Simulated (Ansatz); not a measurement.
Start from Sr in the fcc (Cu type) structure (space group Fm-3m, No. 225).

```
Sr
1.0
    0.00000     3.01446     3.01446
    3.01446     0.00000     3.01446
    3.01446     3.01446     0.00000
Sr
1
Direct
  0.00000   0.00000   0.00000
```

The values are results of Kohn–Sham DFT with the PBE functional, run in Ansatz (an electronic-structure program) with PAW and 420 eV plane waves, no SOC, not measurements.

One change was made to it. Results:

The density rises by 0.299 g/cm³ (2.66 g/cm³ → 2.95 g/cm³); the band gap is still zero.

**Question.** Name the change that was made.
A) pressure −2 GPa
B) pressure 1.5 GPa
C) pressure 3 GPa

**Answer.** B, pressure 1.5 GPa. For comparison, the density in the other runs: pressure −2 GPa gives 2.03 g/cm³; pressure 3 GPa gives 3.20 g/cm³.

Load acts through the strain it causes; cell and atoms are relaxed under it. No phonon test of stability was made. Gaps under 0.05 eV, about the width of the smearing, are given as zero.
